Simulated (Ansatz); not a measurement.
Ge under a change: isotropic strain +2.50 %

Start from Ge in the diamond structure (space group Fd-3m, No. 227; a = 5.6222 Å).

The change: every lattice vector is stretched by 2.50 %, atoms relaxed at fixed cell.

Calculations: LDA/PAW in Ansatz (a first-principles code), scalar-relativistic without spin-orbit coupling. Γ-centred 14×14×14 mesh, Fermi–Dirac width 0.05 eV.

The volume per atom increases by 1.71 Å³ to 23.92 Å³ and the space group stays Fd-3m (No. 227). The shortest interatomic distance grows by 0.061 Å (2.434 Å → 2.495 Å) and the energy rises by 25 meV/atom. The pressure goes from zero to -4.4 GPa and the band gap is still zero.

Cost of the whole job for the changed cell (relaxation, final SCF and bands): very roughly 12 core-seconds.

No phonon test of stability was made. A zero or small gap of Ge can be the functional's error rather than a property of the material.
